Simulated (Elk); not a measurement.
A self-consistent single point of Au (Fm-3m, 1 atom in the cell) with Elk.

Method: PBE, spin-orbit coupling in second variation, all-electron FP-LAPW, Elk's shipped species files, APW+lo basis with extra local orbitals in Elk.

```
Au
1.0
    0.00000     2.11693     2.11693
    2.11693     0.00000     2.11693
    2.11693     2.11693     0.00000
Au
1
Direct
  0.00000   0.00000   0.00000
```

Reference input (self-consistent single point, DFT, PBE, all-electron FP-LAPW, Elk's shipped species files, APW+lo basis with extra local orbitals): xctype = 20; rgkmax = 7.5; stype = 0; swidth = 0.00499791 Ha; ngridk = 13 13 13; gmaxvr = 14 1/bohr; nxlo = 2; lorbcnd = true; rmtscf = 0.95; lmaxi = 3; maxscl = 100. This run's input differs from it in these lines:

```diff
@@ -5,2 +5,5 @@
   20
+
+spinorb
+  .true.
 
@@ -23,2 +26,5 @@
   3
+
+nempty
+  10
```

The program printed (abridged):

```
│ Self-consistent loop started │
│ Loop number : 1 │
 total energy                :     -19039.8636676
 total moment                :   0.1706596343E-21 -0.6223689006E-22 -0.1546999883E-21
│ Loop number : 2 │
 total energy                :     -19040.4027484
 total moment                :   0.1952514176E-21 -0.2208462591E-21 -0.6774803026E-21
RMS change in Kohn-Sham potential (target) :   0.1685360265     (  0.1000000000E-05)
Absolute change in total energy (target)   :   0.5390808819     (  0.1000000000E-03)
│ Loop number : 3 │
 total energy                :     -19042.1518992
   [... lines left out ...]
 total energy                :     -19048.0710496
 total moment                :  -0.1204967036E-21  0.1509609083E-21 -0.1142753006E-21
RMS change in Kohn-Sham potential (target) :   0.1241523760E-06 (  0.1000000000E-05)
Absolute change in total energy (target)   :   0.1418690263E-03 (  0.1000000000E-03)
│ Loop number : 16 │
 total energy                :     -19048.0710444
 total moment                :  -0.3521221056E-21  0.2500851965E-21 -0.4782294434E-22
RMS change in Kohn-Sham potential (target) :   0.2657860912E-07 (  0.1000000000E-05)
Absolute change in total energy (target)   :   0.3035045665E-04 (  0.1000000000E-03)
Convergence targets achieved

│ Loop number : 17 │

Energies :
 Fermi                       :     0.268206206740
 xc effective B-field        :    -0.231584775781E-07
 external B-field            :      0.00000000000
 total energy                :     -19048.0710422
 (external B-field energy excluded from total)

Density of states at Fermi energy :    11.73566920
 (states/Hartree/unit cell)

Estimated indirect band gap :   0.2594729298E-02
 from k-point     14 to k-point     36
Estimated direct band gap   :   0.6049239043E-01
 at k-point     45

Charges :
 core                        :    48.00000000
 valence                     :    31.00000000
 interstitial                :    1.234566238
 muffin-tins (core leakage)
  species :    1 (Au)
   atom    1                 :    77.76543376     (  0.2071318214E-03)
   [... lines left out ...]

Moments :
 interstitial                :   0.1377360313E-22 -0.6115320340E-23  0.4847178861E-23
 muffin-tins
  species :    1 (Au)
   atom    1                 :  -0.1764360938E-21  0.1814406121E-21 -0.1260600503E-21
 total in muffin-tins        :  -0.1764360938E-21  0.1814406121E-21 -0.1260600503E-21
 total moment                :  -0.1626624907E-21  0.1753252917E-21 -0.1212128714E-21

│ Self-consistent loop stopped │
```

The run converged in 17 iterations. The count includes the last loop, which Elk runs after its targets are met. 

The starting cell comes from a database of computed structures (which also holds hypothetical and non-ambient phases and stackings), without a prior relaxation at this level. Its lattice was rescaled by a random factor within 2.5 % of one. Values depend on the basis (sphere radii, cutoffs, local orbitals), which need not be converged. The log's line on a gap gives a spacing of levels on this mesh, which the program prints for metals too.

Cost on one core of a shared machine: roughly 60 s.
